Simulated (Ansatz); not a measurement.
Cell and atoms of amorphous Ti20O42Hf:

```xyz
63
Lattice="8.9057 -0.1871 0.1249 -0.1871 9.2340 -0.0626 0.1249 -0.0626 9.4264" Properties=species:S:1:pos:R:3 pbc="T T T"
Ti     5.8383     7.1782     4.8934
Ti     5.4141     4.3746     6.7076
Ti     8.2741     5.6864     7.0833
Ti     2.9909     2.1581     1.3509
Ti     0.1766     6.5492     0.6148
Ti     3.4231     8.3271     6.1780
Ti     0.4125     5.7953     3.7169
Ti     0.3698     0.9443     0.6102
Ti     6.4885     1.9822     1.0217
Ti     3.0467     6.8962     2.5996
Ti     7.8104     8.3803     2.9955
Ti     0.2939     2.2302     3.8450
Ti     5.5058     5.8951     0.5264
Ti     3.4686     8.2342     9.1256
Ti     8.4854     2.5014     7.9263
Ti     6.4178     3.7823     3.3072
Ti     0.2156     0.0622     6.4136
Ti     3.1806     3.7646     4.5133
Ti     4.7410     0.7379     3.4262
Ti     5.8547     0.9475     7.0188
O      7.3828     4.0205     7.5562
O      5.3874     2.5900     6.5017
O      8.2316     7.5739     6.9095
O      0.4086     0.6984     8.1852
O      6.2363     3.8609     1.4606
O      0.0495     8.2983     1.2830
O      2.3112     0.6072     0.4419
O      0.4038     5.5190     5.5949
O      8.8012     0.1765     4.3318
O      1.6213     2.6657     4.8798
O      2.3538     6.8430     0.8154
O      8.1904     3.6687     3.9032
O      1.3308     7.2780     3.4653
O      4.6828     5.9882     2.1713
O      4.0092     7.0609     4.8194
O      6.4716     5.8209     6.1434
O      0.2373     5.3290     1.8587
O      7.5407     0.5346     1.6742
O      5.8254     8.3633     6.2120
O      6.0185     8.5733     3.5039
O      7.5576     6.6296     3.7539
O      7.2588     6.2218     0.2193
O      3.4347     4.3999     6.3795
O      4.7276     1.4054     1.1662
O      1.1378     1.9765     2.2192
O      2.3719     5.0112     3.5671
O      1.7672     8.9021     5.9138
O      3.6159     2.4378     3.1791
O      3.5103     8.6420     2.5687
O      6.5500     1.4297     8.6164
O      0.7869     5.8586     8.3336
O      2.7911     3.5991     0.3330
O      1.1871     3.3959     7.5877
O      5.1251     4.3137     4.5215
O      7.8982     1.3939     6.3842
O      4.2065     0.2149     7.7500
O      4.3498     0.6362     5.1270
O      3.0829     7.1071     7.6603
O      4.8064     4.9571     8.4638
O      4.9341     7.6516     0.1161
O      6.2716     2.0059     3.2467
O      8.4053     2.4610     0.4044
Hf     2.5778     4.7991     8.1770
```

The numbers are results of PBE, scalar-relativistic without spin-orbit coupling (plane waves to 420 eV, PAW; Ansatz, a program for electronic structure), not measurements.

A CHGNet melt-quench gave the starting glass, which DFT then relaxed. O atoms were pushed apart under 1.9 Å during the dynamics, to hinder bonds among them. The hot cell started wider than the set density and was brought back towards it in steps. It is the lowest in DFT energy of 2 quenches. It is a model cell: composition and starting density were chosen by hand, and all elements were melted together. No dispersion term was used. Its density started from a set value of 3.88 and ended at 3.88 g/cm³. The quench (nominally 360 K/ps over its main leg) was far faster than any real one, so the model tends to hold more defects than a real film. Values belong to this one cell and scatter from quench to quench. The volume was held where the preparation left it and the shape relaxed, at a PBE pressure of 0.5 GPa. Stress components on the final sampling reach 0.5 GPa. On a 2×2×2 Γ-centred mesh force components of up to 0.12 eV/Å stay, since the relaxation ran on the zone centre alone.

Neighbours within Ti-Ti 3.12 Å, Ti-O 2.56 Å, Ti-Hf 3.23 Å, O-O 1.58 Å, O-Hf 2.65 Å, Hf-Hf 3.34 Å count as bonded. Two cations that share two anions don't count as bonded, nor two that share one unless they lie closer than Ti-Ti 3.04 Å, Ti-Hf 3.15 Å, Hf-Hf 3.25 Å.

Q: Give the coordination numbers, mean bond lengths and angles.

A: 
- Mean coordination of Ti by anions: 5.35 (2 with 4, 9 with 5, 9 with 6)
- Mean coordination of O: 2.69 (13 with 2, 29 with 3)
- Mean coordination of Hf by anions: 6.00 (1 with 6)
- Mean Ti-O bond: 1.964 Å (spread 0.159 Å, 107 counted)
- Mean O-Hf bond: 2.150 Å (spread 0.140 Å, 6 counted)
- Bond angle at Ti: mean 105.0°, spread 27.2°
- Bond angle at O: mean 119.5°, spread 19.7°
- Bond angle at Hf: mean 102.7°, spread 26.7°

Q: List the pairs of like atoms that count as bonded by the rules above.

A: There are none by these rules.
